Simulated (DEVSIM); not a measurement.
Structure: Cr/SiON/p-GaSb capacitor, at 400 K.

```csv
layer (left to right),material,thickness (nm),Na (cm⁻³)
1,SiON,4.70,-
2,GaSb,1700,1.2e17
```

Metal gate on the left, work function 4.5 eV. Fixed charge at the semiconductor interface 1.7e10 cm⁻² (in units of +e); interface traps 1.5e10 cm⁻² eV⁻¹, uniform in energy, neutral level at 0.7 of the gap above the valence band.

Constants are typed, rounded textbook-type inputs, not results; the design itself was drawn at random and stands for no fabricated device. Values at 300 K; Nc and Nv go as T^1.5, mobilities as T to minus their exponent, the gap by Varshni's rule with the affinity fixed.

```tsv
parameter	SiON	GaSb
gap (eV)	7	0.726
affinity (eV)	1.4	4.06
permittivity	5.5	15.7
Nc (cm⁻³)	-	2.1e17
Nv (cm⁻³)	-	1.8e19
Varshni α (eV/K)	-	0.00042
Varshni β (K)	-	140
```

DEVSIM, 1D Poisson equation in equilibrium, Boltzmann statistics, complete ionisation; no quantum confinement or tunnelling. Metal contacts follow the ideal Schottky-Mott rule: no Fermi-level pinning, no interface dipoles.

Q: Give the band bending (positive: bands bend down) and minority sheet density.

A: 
```json
[
 {"Vg (V)": "-0.85", "ψs (V)": "-0.185", "minority carriers (cm⁻²)": "< 1e8"},
 {"Vg (V)": "-0.7", "ψs (V)": "-0.169", "minority carriers (cm⁻²)": "< 1e8"},
 {"Vg (V)": "-0.55", "ψs (V)": "-0.147", "minority carriers (cm⁻²)": "< 1e8"},
 {"Vg (V)": "-0.4", "ψs (V)": "-0.119", "minority carriers (cm⁻²)": "< 1e8"},
 {"Vg (V)": "-0.25", "ψs (V)": "-0.079", "minority carriers (cm⁻²)": "< 1e8"},
 {"Vg (V)": "-0.1", "ψs (V)": "-0.019", "minority carriers (cm⁻²)": "< 1e8"},
 {"Vg (V)": "0.05", "ψs (V)": "0.069", "minority carriers (cm⁻²)": "< 1e8"},
 {"Vg (V)": "0.2", "ψs (V)": "0.178", "minority carriers (cm⁻²)": "< 1e8"},
 {"Vg (V)": "0.35", "ψs (V)": "0.298", "minority carriers (cm⁻²)": "4.3e8"},
 {"Vg (V)": "0.5", "ψs (V)": "0.422", "minority carriers (cm⁻²)": "1.2e10"}
]
```
